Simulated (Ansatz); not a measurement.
Defect: O vacancy in monoclinic ZrO2, charge state +2. These are PBE, PAW (plane waves to 420 eV; Ansatz, a program for electronic structure) values and carry that method's errors.

324-site cell at the relaxed PBE lattice, the Γ point alone, smearing 0.01 eV, spin-restricted, no finite-size correction. Energies are static. The charge state is imposed; whether it is stable for some Fermi level was not computed. Forms of the defect that were not tried may lie lower. The start lies 0.59 eV above the lowest site run (PBE).

Barriers: single points on a 2×2×2 k-point mesh shifted by half a step at the bands' geometries.

Relaxed starting cell (atoms counted from 1):

```yaml
crystal:
  lattice:
    - [15.56801, 0.00000, 0.00000]
    - [0.00000, 15.72531, 0.00000]
    - [-2.71062, 0.00000, 15.90722]
  atoms:
    - { symbol: Zr, position: [0.08393, 0.14551, 0.22557] }
    - { symbol: Zr, position: [0.09057, 0.15222, 0.56915] }
    - { symbol: Zr, position: [0.09210, 0.15175, 0.90285] }
    - { symbol: Zr, position: [0.09135, 0.48458, 0.23595] }
    - { symbol: Zr, position: [0.09129, 0.48822, 0.57281] }
    - { symbol: Zr, position: [0.09204, 0.48524, 0.90339] }
    - { symbol: Zr, position: [0.09198, 0.81924, 0.23569] }
    - { symbol: Zr, position: [0.09172, 0.81918, 0.56946] }
    - { symbol: Zr, position: [0.09131, 0.81809, 0.90216] }
    - { symbol: Zr, position: [0.42649, 0.15187, 0.23578] }
    - { symbol: Zr, position: [0.42917, 0.15099, 0.57316] }
    - { symbol: Zr, position: [0.42514, 0.15226, 0.90314] }
    - { symbol: Zr, position: [0.42829, 0.48873, 0.23482] }
    - { symbol: Zr, position: [0.42530, 0.48581, 0.56980] }
    - { symbol: Zr, position: [0.42542, 0.48540, 0.90322] }
    - { symbol: Zr, position: [0.42670, 0.81747, 0.23619] }
    - { symbol: Zr, position: [0.42508, 0.81895, 0.56961] }
    - { symbol: Zr, position: [0.42540, 0.81859, 0.90260] }
    - { symbol: Zr, position: [0.75809, 0.15158, 0.23639] }
    - { symbol: Zr, position: [0.75842, 0.15241, 0.57007] }
    - { symbol: Zr, position: [0.75829, 0.15163, 0.90244] }
    - { symbol: Zr, position: [0.75857, 0.48548, 0.23663] }
    - { symbol: Zr, position: [0.75820, 0.48579, 0.57066] }
    - { symbol: Zr, position: [0.75867, 0.48539, 0.90317] }
    - { symbol: Zr, position: [0.75877, 0.81828, 0.23609] }
    - { symbol: Zr, position: [0.75858, 0.81891, 0.57015] }
    - { symbol: Zr, position: [0.75845, 0.81860, 0.90296] }
    - { symbol: Zr, position: [0.24214, 0.18010, 0.09714] }
    - { symbol: Zr, position: [0.24855, 0.17622, 0.43893] }
    - { symbol: Zr, position: [0.24158, 0.18144, 0.76271] }
    - { symbol: Zr, position: [0.24165, 0.51494, 0.09561] }
    - { symbol: Zr, position: [0.24103, 0.51398, 0.43017] }
    - { symbol: Zr, position: [0.24193, 0.51490, 0.76370] }
    - { symbol: Zr, position: [0.24183, 0.84607, 0.09484] }
    - { symbol: Zr, position: [0.24092, 0.84947, 0.42945] }
    - { symbol: Zr, position: [0.24141, 0.84764, 0.76271] }
    - { symbol: Zr, position: [0.57479, 0.18110, 0.09607] }
    - { symbol: Zr, position: [0.57479, 0.18105, 0.42995] }
    - { symbol: Zr, position: [0.57514, 0.18156, 0.76398] }
    - { symbol: Zr, position: [0.57541, 0.51460, 0.09575] }
    - { symbol: Zr, position: [0.57504, 0.51541, 0.42999] }
    - { symbol: Zr, position: [0.57489, 0.51455, 0.76314] }
    - { symbol: Zr, position: [0.57503, 0.84756, 0.09598] }
    - { symbol: Zr, position: [0.57491, 0.84761, 0.42973] }
    - { symbol: Zr, position: [0.57474, 0.84778, 0.76301] }
    - { symbol: Zr, position: [0.90441, 0.18133, 0.09420] }
    - { symbol: Zr, position: [0.90693, 0.18121, 0.42973] }
    - { symbol: Zr, position: [0.90837, 0.18120, 0.76301] }
    - { symbol: Zr, position: [0.90782, 0.51443, 0.09644] }
    - { symbol: Zr, position: [0.90466, 0.51710, 0.43016] }
    - { symbol: Zr, position: [0.90818, 0.51477, 0.76344] }
    - { symbol: Zr, position: [0.90812, 0.84724, 0.09610] }
    - { symbol: Zr, position: [0.90784, 0.84819, 0.43000] }
    - { symbol: Zr, position: [0.90803, 0.84817, 0.76281] }
    - { symbol: Zr, position: [0.25043, 0.32499, 0.25839] }
    - { symbol: Zr, position: [0.24147, 0.32051, 0.59645] }
    - { symbol: Zr, position: [0.24144, 0.31857, 0.93037] }
    - { symbol: Zr, position: [0.24151, 0.65144, 0.26293] }
    - { symbol: Zr, position: [0.24149, 0.65292, 0.59593] }
    - { symbol: Zr, position: [0.24139, 0.65208, 0.92944] }
    - { symbol: Zr, position: [0.24492, 0.98343, 0.26003] }
    - { symbol: Zr, position: [0.24144, 0.98517, 0.59673] }
    - { symbol: Zr, position: [0.24199, 0.98536, 0.92850] }
    - { symbol: Zr, position: [0.57484, 0.31860, 0.26323] }
    - { symbol: Zr, position: [0.57513, 0.31918, 0.59727] }
    - { symbol: Zr, position: [0.57457, 0.31883, 0.92988] }
    - { symbol: Zr, position: [0.57583, 0.65245, 0.26318] }
    - { symbol: Zr, position: [0.57450, 0.65244, 0.59657] }
    - { symbol: Zr, position: [0.57499, 0.65212, 0.92933] }
    - { symbol: Zr, position: [0.57519, 0.98482, 0.26251] }
    - { symbol: Zr, position: [0.57568, 0.98479, 0.59679] }
    - { symbol: Zr, position: [0.57451, 0.98534, 0.92935] }
    - { symbol: Zr, position: [0.90694, 0.31863, 0.26285] }
    - { symbol: Zr, position: [0.90783, 0.31959, 0.59683] }
    - { symbol: Zr, position: [0.90817, 0.31851, 0.92963] }
    - { symbol: Zr, position: [0.90848, 0.65207, 0.26317] }
    - { symbol: Zr, position: [0.90773, 0.65327, 0.59728] }
    - { symbol: Zr, position: [0.90802, 0.65195, 0.92973] }
    - { symbol: Zr, position: [0.90580, 0.98397, 0.26234] }
    - { symbol: Zr, position: [0.90789, 0.98568, 0.59635] }
    - { symbol: Zr, position: [0.90775, 0.98481, 0.92904] }
    - { symbol: Zr, position: [0.09335, 0.01051, 0.06607] }
    - { symbol: Zr, position: [0.08968, 0.01665, 0.40115] }
    - { symbol: Zr, position: [0.09209, 0.01480, 0.73625] }
    - { symbol: Zr, position: [0.09124, 0.34726, 0.06994] }
    - { symbol: Zr, position: [0.08554, 0.35480, 0.40795] }
    - { symbol: Zr, position: [0.09189, 0.34814, 0.73685] }
    - { symbol: Zr, position: [0.09187, 0.68073, 0.06989] }
    - { symbol: Zr, position: [0.09146, 0.68190, 0.40315] }
    - { symbol: Zr, position: [0.09202, 0.68147, 0.73642] }
    - { symbol: Zr, position: [0.42543, 0.01353, 0.06901] }
    - { symbol: Zr, position: [0.42767, 0.01325, 0.40285] }
    - { symbol: Zr, position: [0.42511, 0.01438, 0.73678] }
    - { symbol: Zr, position: [0.42531, 0.34780, 0.06973] }
    - { symbol: Zr, position: [0.42641, 0.34769, 0.40423] }
    - { symbol: Zr, position: [0.42509, 0.34823, 0.73704] }
    - { symbol: Zr, position: [0.42554, 0.68115, 0.06879] }
    - { symbol: Zr, position: [0.42453, 0.68173, 0.40315] }
    - { symbol: Zr, position: [0.42527, 0.68104, 0.73626] }
    - { symbol: Zr, position: [0.75799, 0.01406, 0.06922] }
    - { symbol: Zr, position: [0.75823, 0.01465, 0.40333] }
    - { symbol: Zr, position: [0.75887, 0.01460, 0.73638] }
    - { symbol: Zr, position: [0.75802, 0.34832, 0.06956] }
    - { symbol: Zr, position: [0.75799, 0.34849, 0.40357] }
    - { symbol: Zr, position: [0.75886, 0.34789, 0.73699] }
    - { symbol: Zr, position: [0.75883, 0.68097, 0.06965] }
    - { symbol: Zr, position: [0.75845, 0.68232, 0.40326] }
    - { symbol: Zr, position: [0.75839, 0.68118, 0.73670] }
    - { symbol: O, position: [0.01963, 0.05461, 0.28104] }
    - { symbol: O, position: [0.02119, 0.05941, 0.61649] }
    - { symbol: O, position: [0.02195, 0.05696, 0.94869] }
    - { symbol: O, position: [0.02104, 0.39069, 0.28509] }
    - { symbol: O, position: [0.02122, 0.39288, 0.61742] }
    - { symbol: O, position: [0.02167, 0.39116, 0.95157] }
    - { symbol: O, position: [0.02227, 0.72380, 0.28271] }
    - { symbol: O, position: [0.02143, 0.72560, 0.61688] }
    - { symbol: O, position: [0.02162, 0.72442, 0.95010] }
    - { symbol: O, position: [0.35409, 0.06025, 0.28401] }
    - { symbol: O, position: [0.35523, 0.05830, 0.61702] }
    - { symbol: O, position: [0.35539, 0.05727, 0.94928] }
    - { symbol: O, position: [0.35874, 0.39129, 0.28166] }
    - { symbol: O, position: [0.35433, 0.39236, 0.61688] }
    - { symbol: O, position: [0.35479, 0.39098, 0.94996] }
    - { symbol: O, position: [0.35482, 0.72438, 0.28292] }
    - { symbol: O, position: [0.35494, 0.72451, 0.61565] }
    - { symbol: O, position: [0.35490, 0.72484, 0.94975] }
    - { symbol: O, position: [0.68823, 0.05742, 0.28281] }
    - { symbol: O, position: [0.68862, 0.05799, 0.61647] }
    - { symbol: O, position: [0.68808, 0.05776, 0.94964] }
    - { symbol: O, position: [0.68803, 0.39131, 0.28336] }
    - { symbol: O, position: [0.68795, 0.39147, 0.61676] }
    - { symbol: O, position: [0.68822, 0.39136, 0.95012] }
    - { symbol: O, position: [0.68840, 0.72490, 0.28338] }
    - { symbol: O, position: [0.68820, 0.72448, 0.61635] }
    - { symbol: O, position: [0.68854, 0.72442, 0.94981] }
    - { symbol: O, position: [0.31140, 0.27505, 0.05002] }
    - { symbol: O, position: [0.29595, 0.27429, 0.37639] }
    - { symbol: O, position: [0.31070, 0.27710, 0.71704] }
    - { symbol: O, position: [0.31219, 0.60867, 0.04939] }
    - { symbol: O, position: [0.31141, 0.60825, 0.38325] }
    - { symbol: O, position: [0.31173, 0.60842, 0.71541] }
    - { symbol: O, position: [0.31148, 0.94135, 0.04914] }
    - { symbol: O, position: [0.31100, 0.94482, 0.38241] }
    - { symbol: O, position: [0.31164, 0.94203, 0.71615] }
    - { symbol: O, position: [0.64502, 0.27537, 0.04986] }
    - { symbol: O, position: [0.64418, 0.27576, 0.38318] }
    - { symbol: O, position: [0.64527, 0.27553, 0.71659] }
    - { symbol: O, position: [0.64530, 0.60857, 0.04957] }
    - { symbol: O, position: [0.64511, 0.60922, 0.38329] }
    - { symbol: O, position: [0.64463, 0.60890, 0.71640] }
    - { symbol: O, position: [0.64482, 0.94198, 0.04961] }
    - { symbol: O, position: [0.64437, 0.94239, 0.38307] }
    - { symbol: O, position: [0.64529, 0.94197, 0.71637] }
    - { symbol: O, position: [0.97891, 0.27311, 0.04968] }
    - { symbol: O, position: [0.98091, 0.27281, 0.38116] }
    - { symbol: O, position: [0.97870, 0.27497, 0.71559] }
    - { symbol: O, position: [0.97871, 0.60787, 0.04997] }
    - { symbol: O, position: [0.97809, 0.60860, 0.38317] }
    - { symbol: O, position: [0.97865, 0.60857, 0.71650] }
    - { symbol: O, position: [0.97909, 0.93990, 0.04816] }
    - { symbol: O, position: [0.97823, 0.94271, 0.38325] }
    - { symbol: O, position: [0.97846, 0.94218, 0.71572] }
    - { symbol: O, position: [0.31431, 0.22623, 0.21366] }
    - { symbol: O, position: [0.31430, 0.22509, 0.55355] }
    - { symbol: O, position: [0.31127, 0.22422, 0.88341] }
    - { symbol: O, position: [0.31229, 0.55756, 0.21644] }
    - { symbol: O, position: [0.31130, 0.55761, 0.54815] }
    - { symbol: O, position: [0.31208, 0.55819, 0.88308] }
    - { symbol: O, position: [0.31280, 0.89132, 0.21563] }
    - { symbol: O, position: [0.31144, 0.89172, 0.54919] }
    - { symbol: O, position: [0.31192, 0.89099, 0.88240] }
    - { symbol: O, position: [0.64487, 0.22437, 0.21683] }
    - { symbol: O, position: [0.64379, 0.22456, 0.54972] }
    - { symbol: O, position: [0.64512, 0.22475, 0.88320] }
    - { symbol: O, position: [0.64499, 0.55785, 0.21639] }
    - { symbol: O, position: [0.64413, 0.55766, 0.54994] }
    - { symbol: O, position: [0.64513, 0.55784, 0.88297] }
    - { symbol: O, position: [0.64509, 0.89080, 0.21625] }
    - { symbol: O, position: [0.64491, 0.89094, 0.54966] }
    - { symbol: O, position: [0.64488, 0.89118, 0.88296] }
    - { symbol: O, position: [0.97939, 0.22501, 0.21519] }
    - { symbol: O, position: [0.97909, 0.22697, 0.54803] }
    - { symbol: O, position: [0.97887, 0.22493, 0.88288] }
    - { symbol: O, position: [0.97868, 0.55705, 0.21671] }
    - { symbol: O, position: [0.97733, 0.55981, 0.54975] }
    - { symbol: O, position: [0.97852, 0.55777, 0.88325] }
    - { symbol: O, position: [0.97787, 0.89033, 0.21637] }
    - { symbol: O, position: [0.97834, 0.89195, 0.54929] }
    - { symbol: O, position: [0.97842, 0.89127, 0.88218] }
    - { symbol: O, position: [0.01824, 0.10390, 0.11359] }
    - { symbol: O, position: [0.02009, 0.10810, 0.45021] }
    - { symbol: O, position: [0.02177, 0.10868, 0.78327] }
    - { symbol: O, position: [0.02097, 0.44007, 0.11772] }
    - { symbol: O, position: [0.01855, 0.44395, 0.45275] }
    - { symbol: O, position: [0.02144, 0.44127, 0.78412] }
    - { symbol: O, position: [0.02196, 0.77483, 0.11696] }
    - { symbol: O, position: [0.02135, 0.77545, 0.44960] }
    - { symbol: O, position: [0.02135, 0.77517, 0.78310] }
    - { symbol: O, position: [0.35431, 0.10766, 0.11613] }
    - { symbol: O, position: [0.35810, 0.10676, 0.45322] }
    - { symbol: O, position: [0.35494, 0.10928, 0.78282] }
    - { symbol: O, position: [0.35521, 0.44186, 0.11665] }
    - { symbol: O, position: [0.35283, 0.43878, 0.44884] }
    - { symbol: O, position: [0.35520, 0.44234, 0.78363] }
    - { symbol: O, position: [0.35555, 0.77470, 0.11678] }
    - { symbol: O, position: [0.35458, 0.77659, 0.44893] }
    - { symbol: O, position: [0.35494, 0.77502, 0.78274] }
    - { symbol: O, position: [0.68833, 0.10881, 0.11636] }
    - { symbol: O, position: [0.68838, 0.10943, 0.44951] }
    - { symbol: O, position: [0.68830, 0.10871, 0.78318] }
    - { symbol: O, position: [0.68853, 0.44225, 0.11664] }
    - { symbol: O, position: [0.68793, 0.44234, 0.45012] }
    - { symbol: O, position: [0.68843, 0.44202, 0.78331] }
    - { symbol: O, position: [0.68843, 0.77501, 0.11644] }
    - { symbol: O, position: [0.68823, 0.77583, 0.44985] }
    - { symbol: O, position: [0.68819, 0.77540, 0.78310] }
    - { symbol: O, position: [0.15020, 0.24868, 0.65558] }
    - { symbol: O, position: [0.15004, 0.24706, 0.99487] }
    - { symbol: O, position: [0.15126, 0.57803, 0.32538] }
    - { symbol: O, position: [0.15027, 0.58222, 0.65881] }
    - { symbol: O, position: [0.15074, 0.58090, 0.99171] }
    - { symbol: O, position: [0.15147, 0.91995, 0.32303] }
    - { symbol: O, position: [0.15036, 0.91470, 0.65759] }
    - { symbol: O, position: [0.15045, 0.91392, 0.99035] }
    - { symbol: O, position: [0.48188, 0.24803, 0.32548] }
    - { symbol: O, position: [0.48438, 0.24783, 0.65928] }
    - { symbol: O, position: [0.48359, 0.24776, 0.99182] }
    - { symbol: O, position: [0.48427, 0.58174, 0.32465] }
    - { symbol: O, position: [0.48327, 0.58083, 0.65784] }
    - { symbol: O, position: [0.48398, 0.58112, 0.99147] }
    - { symbol: O, position: [0.48303, 0.91459, 0.32460] }
    - { symbol: O, position: [0.48366, 0.91447, 0.65807] }
    - { symbol: O, position: [0.48358, 0.91430, 0.99140] }
    - { symbol: O, position: [0.81749, 0.24795, 0.32507] }
    - { symbol: O, position: [0.81692, 0.24807, 0.65817] }
    - { symbol: O, position: [0.81678, 0.24762, 0.99166] }
    - { symbol: O, position: [0.81637, 0.58134, 0.32531] }
    - { symbol: O, position: [0.81687, 0.58127, 0.65871] }
    - { symbol: O, position: [0.81717, 0.58085, 0.99188] }
    - { symbol: O, position: [0.81639, 0.91392, 0.32522] }
    - { symbol: O, position: [0.81695, 0.91469, 0.65822] }
    - { symbol: O, position: [0.81697, 0.91436, 0.99158] }
    - { symbol: O, position: [0.18359, 0.08514, 0.00668] }
    - { symbol: O, position: [0.17255, 0.11061, 0.33880] }
    - { symbol: O, position: [0.18270, 0.08617, 0.67396] }
    - { symbol: O, position: [0.18269, 0.41846, 0.00828] }
    - { symbol: O, position: [0.18045, 0.41108, 0.34049] }
    - { symbol: O, position: [0.18289, 0.41963, 0.67544] }
    - { symbol: O, position: [0.18304, 0.75174, 0.00743] }
    - { symbol: O, position: [0.18220, 0.75407, 0.34084] }
    - { symbol: O, position: [0.18313, 0.75235, 0.67402] }
    - { symbol: O, position: [0.51626, 0.08554, 0.00786] }
    - { symbol: O, position: [0.51655, 0.08562, 0.34090] }
    - { symbol: O, position: [0.51703, 0.08546, 0.67510] }
    - { symbol: O, position: [0.51627, 0.41883, 0.00801] }
    - { symbol: O, position: [0.51527, 0.41884, 0.34257] }
    - { symbol: O, position: [0.51596, 0.41895, 0.67427] }
    - { symbol: O, position: [0.51650, 0.75220, 0.00751] }
    - { symbol: O, position: [0.51628, 0.75246, 0.34089] }
    - { symbol: O, position: [0.51608, 0.75216, 0.67426] }
    - { symbol: O, position: [0.84918, 0.08547, 0.00712] }
    - { symbol: O, position: [0.84922, 0.08542, 0.34096] }
    - { symbol: O, position: [0.84971, 0.08588, 0.67440] }
    - { symbol: O, position: [0.84978, 0.41851, 0.00831] }
    - { symbol: O, position: [0.84981, 0.41892, 0.34175] }
    - { symbol: O, position: [0.84947, 0.41902, 0.67494] }
    - { symbol: O, position: [0.84990, 0.75193, 0.00794] }
    - { symbol: O, position: [0.84996, 0.75215, 0.34110] }
    - { symbol: O, position: [0.84934, 0.75245, 0.67471] }
    - { symbol: O, position: [0.18207, 0.07799, 0.17177] }
    - { symbol: O, position: [0.18300, 0.08099, 0.50746] }
    - { symbol: O, position: [0.18317, 0.08106, 0.84050] }
    - { symbol: O, position: [0.18367, 0.41568, 0.17334] }
    - { symbol: O, position: [0.18066, 0.41695, 0.50959] }
    - { symbol: O, position: [0.18305, 0.41426, 0.84188] }
    - { symbol: O, position: [0.18350, 0.74691, 0.17444] }
    - { symbol: O, position: [0.18301, 0.74870, 0.50743] }
    - { symbol: O, position: [0.18293, 0.74762, 0.84076] }
    - { symbol: O, position: [0.51610, 0.08055, 0.17418] }
    - { symbol: O, position: [0.51817, 0.08092, 0.50832] }
    - { symbol: O, position: [0.51614, 0.08112, 0.84122] }
    - { symbol: O, position: [0.51705, 0.41457, 0.17489] }
    - { symbol: O, position: [0.51493, 0.41362, 0.50715] }
    - { symbol: O, position: [0.51641, 0.41442, 0.84132] }
    - { symbol: O, position: [0.51684, 0.74719, 0.17432] }
    - { symbol: O, position: [0.51579, 0.74764, 0.50752] }
    - { symbol: O, position: [0.51641, 0.74765, 0.84091] }
    - { symbol: O, position: [0.84928, 0.08087, 0.17407] }
    - { symbol: O, position: [0.84954, 0.08196, 0.50784] }
    - { symbol: O, position: [0.84976, 0.08094, 0.84092] }
    - { symbol: O, position: [0.84943, 0.41391, 0.17505] }
    - { symbol: O, position: [0.84906, 0.41544, 0.50829] }
    - { symbol: O, position: [0.84987, 0.41417, 0.84167] }
    - { symbol: O, position: [0.84981, 0.74725, 0.17446] }
    - { symbol: O, position: [0.84965, 0.74855, 0.50791] }
    - { symbol: O, position: [0.84959, 0.74758, 0.84126] }
    - { symbol: O, position: [0.15004, 0.25181, 0.16853] }
    - { symbol: O, position: [0.15120, 0.25356, 0.48356] }
    - { symbol: O, position: [0.15016, 0.25204, 0.82516] }
    - { symbol: O, position: [0.15049, 0.58499, 0.15848] }
    - { symbol: O, position: [0.15001, 0.58634, 0.49170] }
    - { symbol: O, position: [0.15044, 0.58543, 0.82520] }
    - { symbol: O, position: [0.15110, 0.91635, 0.15650] }
    - { symbol: O, position: [0.14972, 0.92024, 0.49006] }
    - { symbol: O, position: [0.15049, 0.91885, 0.82420] }
    - { symbol: O, position: [0.48400, 0.25214, 0.15847] }
    - { symbol: O, position: [0.48124, 0.25196, 0.49120] }
    - { symbol: O, position: [0.48349, 0.25245, 0.82534] }
    - { symbol: O, position: [0.48383, 0.58525, 0.15800] }
    - { symbol: O, position: [0.48281, 0.58517, 0.49114] }
    - { symbol: O, position: [0.48371, 0.58551, 0.82475] }
    - { symbol: O, position: [0.48374, 0.91818, 0.15804] }
    - { symbol: O, position: [0.48373, 0.91881, 0.49131] }
    - { symbol: O, position: [0.48356, 0.91880, 0.82478] }
    - { symbol: O, position: [0.81713, 0.25189, 0.15823] }
    - { symbol: O, position: [0.81683, 0.25291, 0.49161] }
    - { symbol: O, position: [0.81729, 0.25208, 0.82512] }
    - { symbol: O, position: [0.81734, 0.58510, 0.15862] }
    - { symbol: O, position: [0.81562, 0.58668, 0.49207] }
    - { symbol: O, position: [0.81705, 0.58538, 0.82519] }
    - { symbol: O, position: [0.81663, 0.91837, 0.15805] }
    - { symbol: O, position: [0.81675, 0.91953, 0.49174] }
    - { symbol: O, position: [0.81702, 0.91883, 0.82486] }
```
Cell charge +2.

End state 1 differs by these moves (Å; atoms that move under 0.08 Å are left out):

| atom | element | Δx | Δy | Δz |
|---|---|---|---|---|
| 1 | Zr | 0.01 | 0.18 | 0.03 |
| 29 | Zr | 0.01 | 0.18 | 0.03 |
| 55 | Zr | -0.12 | -0.13 | 0.10 |
| 61 | Zr | 0.05 | -0.08 | -0.03 |
| 83 | Zr | -0.12 | -0.13 | 0.10 |
| 86 | Zr | 0.05 | -0.08 | -0.03 |
| 109 | O | 0.25 | 0.07 | 0.14 |
| 137 | O | 0.25 | 0.07 | 0.14 |
| 244 | O | -0.15 | 1.76 | -0.18 |
| 270 | O | -0.03 | 0.03 | 0.17 |
| 271 | O | 0.03 | 0.01 | -0.16 |
| 297 | O | 0.03 | 0.01 | -0.16 |
| 298 | O | -0.03 | 0.03 | 0.17 |

**Question.** Give the forward and backward barriers to end state 1 at the level PBE, PAW.

**Answer.** forward 0.28 eV, backward 0.28 eV; at the saddle point atom 244 has neighbours 2 Zr at 2.02 Å. The saddle point's order was not checked, and it lies on a symmetry element of the cell, where a band can be held.
